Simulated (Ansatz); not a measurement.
An Ansatz (a program for electronic structure) input (DFT with PBE, PAW potentials and a 420 eV plane-wave cutoff in Ansatz, no spin-orbit coupling):

Ansatz 0.2 input:
```yaml
crystal:
  lattice:
    - [0, 2.2425769443, 2.2425769443]
    - [2.2425769443, 0, 2.2425769443]
    - [2.2425769443, 2.2425769443, 0]
  atoms:
    - { symbol: C, position: [0, 0, 0] }
    - { symbol: Nb, position: [0.5, 0.5, 0.5] }
basis: { ecutwfc: 420, ecutrho_ratio: 4, xc_grid: 2, fft_grid_basis: typed }
kpoints: { mp_grid: { grid: [18, 18, 18] } }
hamiltonian:
  xc: pbe
  dispersion: none
  pseudopotentials: { kind: paw }
scf: { occupations: { method: fermi_dirac, width: 0.05 }, convergence: { dr2_threshold: 0.0000000002 } }
output: { forces: true, stress: true }
checkpoint: { write: state.ck, write_every: 1000 }
```

**Question.** Which symmetry and how many k-points will the program report, and about how many plane waves at Γ?

**Answer.** Space group Fm-3m (ITA 225) with 48 operations, k-points 195 of 5832, and 459 plane waves at Γ.

No phonon test of stability was made. The final runs are not spin-polarised. An odd electron count without spin: NbC. The cell was made from NbN by this change: N → C.
